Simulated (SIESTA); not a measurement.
Band structure of In3Cl (P6_3/mmc, 8 atoms in the cell).

```
In3Cl
1.0
    6.66129     0.00000     0.00000
   -3.33064     5.76884     0.00000
    0.00000     0.00000     6.19359
In Cl
6 2
Cartesian
  1.64967   0.95244   4.64519
  1.68098   4.81641   1.54840
  0.00000   1.90487   1.54840
  3.33064   3.86397   4.64519
  5.01162   0.95244   4.64519
 -1.68098   4.81641   1.54840
  3.33065   1.92295   1.54840
  0.00000   3.84590   4.64519
```

Method of the run: LDA PW92, numerical atomic orbitals TZP, PseudoDojo LDA standard norm-conserving potentials (rewritten from UPF to PSML) run with SIESTA 5.4.2.

Settings: XC.functional = LDA; XC.authors = PW92; potentials = PseudoDojo LDA standard; PAO.BasisSize = TZP; PAO.EnergyShift = 0.01 Ry; MeshCutoff = 400 Ry; kgrid.MonkhorstPack = 3 3 3; OccupationFunction = FD; ElectronicTemperature = 100 meV; MaxSCFIterations = 150; SCF.Mixer.Method = Broyden; SCF.Mixer.Weight = 0.25; SCF.Mixer.History = 6; SCF.DM.Tolerance = 1.0E-04.

The starting cell comes from a database of computed structures (which also holds hypothetical and non-ambient phases and stackings), without a prior relaxation at this level. Its lattice was rescaled by a random factor within 2.5 % of one. Values carry the incompleteness of an atom-centred basis. The run gives no clean gap (levels at the Fermi energy touch, overlap or are partly filled at this smearing), which alone does not show that the compound is a metal.

Levels in eV from the Fermi level, bands 43 to 48:
```json
[
 {"point": "Γ", "43": "-2.60", "44": "-2.36", "45": "-2.36", "46": "-1.32", "47": "-1.04", "48": "0.81"},
 {"point": "M", "43": "-2.54", "44": "-2.28", "45": "-1.63", "46": "-0.61", "47": "-0.48", "48": "0.33"},
 {"point": "K", "43": "-3.19", "44": "-3.03", "45": "-1.77", "46": "0.46", "47": "0.46", "48": "0.69"},
 {"point": "A", "43": "-3.65", "44": "-3.65", "45": "-1.62", "46": "-1.62", "47": "0.81", "48": "0.81"},
 {"point": "L", "43": "-2.60", "44": "-2.60", "45": "-1.19", "46": "-1.19", "47": "1.26", "48": "1.26"},
 {"point": "H", "43": "-2.55", "44": "-2.55", "45": "0.24", "46": "0.24", "47": "0.55", "48": "0.55"}
]
```

Bands cross the Fermi level along this path, so the cell is metallic at this level.

Higher empty bands are left out: an atom-centred basis made for the valence describes them poorly.
